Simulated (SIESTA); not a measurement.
Band structure of Mg6AlSi (Amm2, 8 atoms in the cell).

```yaml
crystal:
  lattice:
    - [5.15318, 0.00000, 0.00000]
    - [0.00000, 3.03442, 5.28658]
    - [0.00000, -3.03442, 5.28658]
  atoms:
    - { symbol: Mg, position: [0.00000, 0.34044, 0.83104] }
    - { symbol: Mg, position: [0.00000, 0.83104, 0.34044] }
    - { symbol: Mg, position: [0.00000, 0.33250, 0.33250] }
    - { symbol: Mg, position: [0.50000, 0.16202, 0.66768] }
    - { symbol: Mg, position: [0.50000, 0.66768, 0.16202] }
    - { symbol: Mg, position: [0.50000, 0.16730, 0.16730] }
    - { symbol: Al, position: [0.00000, 0.83076, 0.83076] }
    - { symbol: Si, position: [0.50000, 0.66825, 0.66825] }
```

Level of theory: GGA PBEsol, numerical atomic orbitals DZP, PseudoDojo PBEsol standard norm-conserving potentials (rewritten from UPF to PSML) (SIESTA).

Settings: XC.functional = GGA; XC.authors = PBEsol; potentials = PseudoDojo PBEsol standard; PAO.BasisSize = DZP; PAO.EnergyShift = 0.005 Ry; MeshCutoff = 300 Ry; kgrid.MonkhorstPack = 3 3 3; OccupationFunction = FD; ElectronicTemperature = 0.1 eV; MaxSCFIterations = 150; SCF.Mixer.Method = Broyden; SCF.Mixer.Weight = 0.25; SCF.Mixer.History = 6; SCF.DM.Tolerance = 1.0E-05.

The starting cell comes from a database of computed structures (which also holds hypothetical and non-ambient phases and stackings), without a prior relaxation at this level. Values carry the incompleteness of an atom-centred basis.

Levels in eV from the Fermi level, bands 30 to 35:
```csv
point,30,31,32,33,34,35
Γ,-2.41,-2.32,-2.22,-2.01,1.13,1.65
X,-1.44,-1.28,-0.78,-0.57,-0.30,-0.24
S,-2.15,-1.05,-0.77,0.17,0.56,1.11
R,-2.79,-2.77,-2.51,1.07,2.12,2.14
A,-4.41,-0.53,-0.28,-0.08,0.43,0.61
Z,-2.28,-1.93,-1.73,-1.09,-0.99,-0.35
Y,-2.15,-1.12,-0.99,-0.12,0.65,0.87
X1,-1.44,-1.28,-0.78,-0.57,-0.30,-0.24
A1,-4.41,-0.53,-0.28,-0.08,0.43,0.61
T,-2.77,-2.64,-2.48,1.04,1.81,1.93
```

Bands cross the Fermi level along this path, so the cell is metallic at this level.

Higher empty bands are left out: an atom-centred basis made for the valence describes them poorly.
